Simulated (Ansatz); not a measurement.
How the band gap of Zn2InGaO5 (P6₃/mmc, No. 194, 18 atoms in the cell; start mp-1187872) moves with the method

No measured value is used here.

| level (code) | value (eV) |
|---|---|
| LDA (Ansatz) | 1.26 |
| PBEsol+SOC (Ansatz) | 1.22 (direct) |
| r²SCAN+SOC (Ansatz) | 1.79 (direct) |
| HSE06 (Ansatz) | 3.05 |

Computed values are for a static lattice. Levels without +SOC have no spin–orbit coupling; where heavier elements are present it shifts gaps, mostly down, and can invert bands.  PBEsol+SOC, r²SCAN+SOC, HSE06: the gap is read on the k mesh or supercell of the run alone and can be too large. Values are at the PBEsol cell. Cutoffs and k meshes differ between the levels. Ansatz's density-functional and Hartree–Fock values are scalar-relativistic unless marked +SOC, with PAW data made under PBE.

A start named mp-… is a Materials Project structure, which need not be a measured phase.

Ansatz is a first-principles code.
